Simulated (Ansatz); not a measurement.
**Defect calculation: H_F in rock-salt LiF**

Calculation: PBE, PAW (plane waves to 420 eV; Ansatz, an electronic-structure program). The supercell holds 64 host sites (2×2×2 repeats of the unit cell), with a 2×2×2 shifted k-point sampling for the final energies. Site at the start: the F site. Energies of charged states are corrected for periodic images (point charge plus alignment at distant sites). Dielectric constants: PBE linear response of the host. Host gap at this level: 8.83 eV. Finite-size and sampling errors can reach tenths of an eV here. The semilocal functional narrows the gap, so deep levels can fall outside it. Spin–orbit coupling is left out. Each state is the lowest found from its start.

Formation energies E_f are given with the Fermi level at the valence-band maximum. Chemical conditions: F-rich (Δμ(F) = 0.00 eV, Δμ(H) = -2.74 eV, bounded by HF molecule; only phases computed here count, gases as isolated molecules at 0 K); Li-rich (Δμ(F) = -5.89 eV, Δμ(H) = -0.83 eV, bounded by LiH (Fm-3m); only phases computed here count, gases as isolated molecules at 0 K). Reference phases: F: F2 molecule in a box, H: H2 molecule in a box.

```tsv
charge	moment (μB)	point group	largest move off a lattice site (Å)	image correction with alignment (eV)	E_f, F-rich (eV)	E_f, Li-rich (eV)
+1	1.0	Oh	0.20	0.09	5.97	-1.83
0	not spin-polarised	Oh	0.01	0.00	7.91	0.12
−1*	1.0	Oh	0.01	–	–	–
```

* At this level the carrier isn't localised at the defect: at charge −1 electrons occupy the conduction band. Such a state is shallow or no state of the defect, and this cell gives it no level.

Point groups are those of the whole cell at tolerances of 0.03 and 0.1 Å ("near" where only the looser one holds); none is given for unsettled states.

Transition levels above the valence-band maximum: ε(+1/0) = 1.94 eV. On the lower envelope of the bound states, inside the gap: (+1/0) at 1.94 eV.

All states together cost roughly 13 core-minutes.
